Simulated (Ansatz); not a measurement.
**TiSi2: response to strain**

The parent structure is TiSi₂ (space group Fddd, No. 70; a = 4.760 Å, b = 8.180 Å, c = 8.500 Å). Axes: x, y, z lie along a, b, c of the conventional cell.

Strains are applied to the cell and any free atomic positions relax; under biaxial strain the out-of-plane vector relaxes too.

Levels (all Ansatz, an electronic-structure program, PAW): PBEsol (420 eV, no SOC); r2SCAN (500 eV, without spin-orbit coupling).

Pressures by level, all at the geometries relaxed with PBEsol:

```csv
case,PBEsol,r2SCAN
base,0.0 GPa,1.8 GPa
"biaxial strain +1.47 %, plane normal [001], relaxed out of plane",-3.1 GPa,-1.4 GPa
"biaxial strain +2.42 %, plane normal [001], relaxed out of plane",-4.9 GPa,-3.2 GPa
isotropic strain −5.91 %,41.4 GPa,44.5 GPa
```

Single points use the geometry relaxed with PBEsol. Their cutoffs differ, which shifts pressures a little. Without a gap, meshes like the base's 13×13×13 leave anisotropic stresses uncertain by several tenths of a GPa, and small strain energies with them. Stability against distortions was not tested. All final runs are without spin polarisation.
